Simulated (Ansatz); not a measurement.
**A computed series for TaC: pressure series**

Consider TaC in the rock salt structure (space group Fm-3m, No. 225; a = 4.440 Å).

Cell and atoms are relaxed at each pressure.

The values are results of PBEsol in Ansatz (plane waves to 420 eV, PAW, no SOC), not measurements.

Two rows of this table had their results exchanged by mistake.

```tsv
pressure	volume per atom (Å³)	shortest distance (Å)	band gap
pressure −2 GPa	11.01	2.224	zero
pressure −1 GPa	10.97	2.222	zero
pressure 0.9 GPa	10.91	2.218	zero
pressure 2.1 GPa	10.67	2.202	zero
pressure 4.5 GPa	10.80	2.211	zero
pressure 9 GPa	10.88	2.216	zero
pressure 15 GPa	10.51	2.191	zero
pressure 22.5 GPa	10.33	2.178	zero
pressure 30 GPa	10.15	2.165	zero
```

Q: Which two?

A: The rows for pressure 2.1 GPa and pressure 9 GPa: the volume has to fall steadily with pressure, so 10.88 Å³ belongs to pressure 2.1 GPa and 10.67 Å³ to pressure 9 GPa.

Load acts through the strain it causes; cell and atoms are relaxed under it. No phonon test of stability was made. Competing high-pressure phases were not computed. The final runs are not spin-polarised. An odd electron count without spin: TaC.

Ansatz is a first-principles code.
